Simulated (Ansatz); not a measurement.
## A computed series for NiSi2: response to strain

Consider NiSi$_{2}$ (space group Fm-3m, No. 225; a = 5.3886 Å; not spin-polarised; relaxed with 0.1 eV smearing).

Strains are applied to the cell and any free atomic positions relax.

Level of theory: Ansatz (a first-principles code) r2SCAN, no spin-orbit coupling, earlier PAW set.

Notes on the quantities. energy relative to the base: free energy F.

| isotropic strain (%) | energy relative to the base (meV/atom) |
|---|---|
| -4.62 | 152.1 |
| -1.33 | ? |
| -0.97 | 5.8 |
| 0 | 0.0 |
| 1 | 5.7 |
| 2.91 | 45.1 |

Task: Fit ΔE = Aε² + Bε³ (ε in %) to the rows shown and predict the withheld row.

Result: Least squares on the printed values gives A = 6.02 and B = -0.24 meV/atom (largest residual 0.1 meV/atom); this predicts 11.2 meV/atom, and the run gives 11.0 meV/atom, 0.2 lower.

Stability against distortions was not tested. Starting moments died away, wholly or in part, for the base; another magnetic solution may exist. The final runs are not spin-polarised.
